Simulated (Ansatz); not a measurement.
The decay constant κ of evanescent states in the gap governs leakage through a thin film.

Given:

```
CELL_PARAMETERS angstrom
      3.87601     0.00000    -0.04244
      0.00000     8.10505     0.00000
     -1.71016     0.00000     3.47859
ATOMIC_POSITIONS crystal
  Cl 0.12408 0.60889 0.12408
  Cl 0.87592 0.39111 0.87592
  Cl 0.37592 0.10889 0.37592
  Cl 0.62408 0.89111 0.62408
```

The cell was relaxed by PBE-D3(BJ).

Transport runs along the normal of the first two printed cell vectors.

The gap is the functional's own. No spin-orbit coupling. Mid-gap values are those at the computed energy nearest the middle.

Task: Compute, with r2SCAN in Ansatz (a program for electronic structure), the band gap and the smallest decay constant κ at mid-gap.

Result: Gap 2.54 eV on a 10×4×10 mesh; κ = 0.417 1/Å, at (0.125, 0.000) of the in-plane reciprocal vectors. At the zone centre the slowest state has κ = 0.44 1/Å.
